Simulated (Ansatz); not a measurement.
Worked example: self-consistent single point of a (001) slab of LuBRh3 (cut from a parent of space group no. 221; 10 atoms in the cell) in Ansatz (a quantum-chemistry and plane-wave program).

Computed with PBEsol, default PAW files made with PBE (plane waves; Ansatz).

```yaml
crystal:
  lattice:
    - [4.15822, 0.00000, 0.00000]
    - [0.00000, 4.15822, 0.00000]
    - [0.00000, 0.00000, 20.23741]
  atoms:
    - { symbol: Lu, position: [0.00000, 0.00000, 0.44863] }
    - { symbol: B, position: [0.50000, 0.50000, 0.34589] }
    - { symbol: Rh, position: [0.00000, 0.50000, 0.34589] }
    - { symbol: Rh, position: [0.50000, 0.00000, 0.34589] }
    - { symbol: Rh, position: [0.50000, 0.50000, 0.44863] }
    - { symbol: Lu, position: [0.00000, 0.00000, 0.65411] }
    - { symbol: B, position: [0.50000, 0.50000, 0.55137] }
    - { symbol: Rh, position: [0.00000, 0.50000, 0.55137] }
    - { symbol: Rh, position: [0.50000, 0.00000, 0.55137] }
    - { symbol: Rh, position: [0.50000, 0.50000, 0.65411] }
```

Reference input (self-consistent single point, DFT, PBEsol, plane waves, default PAW files made with PBE): basis.ecutwfc = 420 eV; kpoints.mp_grid.grid = 7 7 1; hamiltonian.xc = pbesol; hamiltonian.pseudopotentials = {kind: paw} (the program's default PAW files); scf.occupations.method = gaussian; scf.occupations.width = 0.1 eV. This run's input differs from it in these lines:

Ansatz 0.2 input:
```diff
@@ -20,3 +20,3 @@
 kpoints:
-  mp_grid: { grid: [7, 7, 1] }
+  mp_grid: { grid: [13, 13, 1] }
 hamiltonian:
```

Log, with long lists cut:

```
SCF iter   1: F=—  HF=-67563.335997 eV  |F-HF|=—  |Δ(HF+E_count)|=         —  Δρ=6.60e-3  dr2=9.40e-1  ethr=1.77e-3  ⟨swp⟩=6.4  Hψ=11778  notcnv=0  defer=34
all-band conjugate gradients solve this SCF's bands
preconditioner: auto → LDOS
SCF iter   2: F=—  HF=-67563.354005 eV  |F-HF|=—  |Δ(HF+E_count)|=   1.80e-2  Δρ=7.54e-3  dr2=3.60e-1  ethr=5.95e-4  ⟨swp⟩=2.6  Hψ=4569  notcnv=0  defer=270
   [... lines left out ...]
SCF iter   9: F=—  HF=-67563.305207 eV  |F-HF|=—  |Δ(HF+E_count)|=   7.77e-4  Δρ=4.49e-5  dr2=1.64e-5  ethr=2.91e-8  ⟨swp⟩=2.0  Hψ=3505  notcnv=0  defer=180
SCF iter  10: F=—  HF=-67563.305208 eV  |F-HF|=—  |Δ(HF+E_count)|=   1.70e-6  Δρ=2.53e-5  dr2=5.21e-6  ethr=1.04e-8  ⟨swp⟩=2.0  Hψ=3752  notcnv=0  defer=180
SCF iter  11: F=—  HF=-67563.305211 eV  |F-HF|=—  |Δ(HF+E_count)|=   2.29e-6  Δρ=9.81e-6  dr2=4.81e-7  ethr=3.30e-9  ⟨swp⟩=2.0  Hψ=3921  notcnv=0  defer=180
SCF iter  12: F=-67563.305212 eV  HF=-67563.305211 eV  |F-HF|=1.10e-7  |Δ(HF+E_count)|=   6.99e-7  Δρ=3.63e-6  dr2=5.97e-8  ethr=6.33e-11  ⟨swp⟩=13.1  Hψ=17504  notcnv=0
SCF 1 converged in 12 iterations: F = -67563.305212 eV  dr2 = 5.97e-8
Free energy (F): -67563.305212 eV
Internal energy: -67563.256902 eV  (E = F + TS)
E sigma→0 (E₀):  -67563.281057 eV
Entropy (-TS):   -0.048309 eV (-4.831 meV/atom)
Fermi energy:    5.048979 eV
--- Forces (eV/Å), atoms counted from 1 ---
  atom   1  Lu    -0.00000000     0.00000000    -0.62659734
  atom   2  B     -0.00000000     0.00000000    -0.67814930
  atom   3  Rh    -0.00000000     0.00000000     1.06957997
  atom   4  Rh     0.00000000     0.00000000     1.06957997
  atom   5  Rh    -0.00000000     0.00000000    -0.38980954
  atom   6  Lu    -0.00000000     0.00000000    -0.72630925
  atom   7  B      0.00000000     0.00000000     0.88590963
  atom   8  Rh     0.00000000     0.00000000     0.31865840
  atom   9  Rh    -0.00000000     0.00000000     0.31865840
  atom  10  Rh    -0.00000000     0.00000000    -1.24155292
--- Stress (GPa, compression-positive) ---
       -4.520554       0.000000      -0.000000
        0.000000      -4.520554       0.000000
       -0.000000       0.000000      -3.693920
  P = ⅓ Tr σ = -4.2450 GPa (-42.450 kbar)
  The stress holds the Pulay correction. Without it, at fixed plane waves, as pw.x and ABINIT print it: P = -4.2915 GPa
```

The run converged in 12 iterations. Against the reference run the free energy hardly moves (within 1 meV/atom) and the largest force goes from 1.266 to 1.242 eV/Å.

The starting cell comes from a database of computed structures (which also holds hypothetical and non-ambient phases and stackings), without a prior relaxation at this level. The slab is cut from that crystal, and its faces are unrelaxed. Its lattice was rescaled by up to half a per cent. Spin-orbit coupling is off. Spin polarisation is off. The two faces of this cut differ, and no dipole correction was used. Forces in this geometry exceed 1 eV/Å.

Cost on one core of a shared machine: roughly 3 min.
